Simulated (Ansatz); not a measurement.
# MgO, pressure series

Consider MgO in the rock salt structure (space group Fm-3m, No. 225; a = 4.2544 Å).

Cell and atoms are relaxed at each pressure.

Method: PBE/PAW in Ansatz (a quantum-chemistry and plane-wave program), no SOC, earlier PAW set.

Notes on the quantities. enthalpy: H = E + PV relative to the base's energy.

```csv
variant,band gap,lattice parameter a,enthalpy,electron mass
base,4.46 eV,4.254 Å,–,0.34 mₑ (at Γ)
pressure −1 GPa,?,4.264 Å,-0.06 eV/atom,?
pressure 3 GPa,4.64 eV,4.227 Å,+0.18 eV/atom,0.34 mₑ (at Γ)
pressure 7 GPa,4.87 eV,4.194 Å,+0.41 eV/atom,0.35 mₑ (at Γ)
pressure 15 GPa,5.29 eV,4.136 Å,+0.86 eV/atom,0.37 mₑ (at Γ)
pressure 30 GPa,5.98 eV,4.049 Å,+1.66 eV/atom,0.39 mₑ (at Γ)
pressure 50 GPa,6.76 eV,3.960 Å,+2.66 eV/atom,0.42 mₑ (at Γ)
pressure 75 GPa,7.60 eV,3.873 Å,+3.83 eV/atom,0.44 mₑ (at Γ)
pressure 100 GPa,8.33 eV,3.803 Å,+4.94 eV/atom,0.47 mₑ (at Γ)
```

**Question.** Complete the table.

**Answer.** 
- pressure −1 GPa, band gap: 4.40 eV
- pressure −1 GPa, electron mass: 0.33 mₑ (at Γ)

Load acts through the strain it causes; cell and atoms are relaxed under it. Masses are band curvatures over ±0.01 Å⁻¹ around the edge. Whether these cells are dynamically stable was not tested. Competing high-pressure phases were not computed.
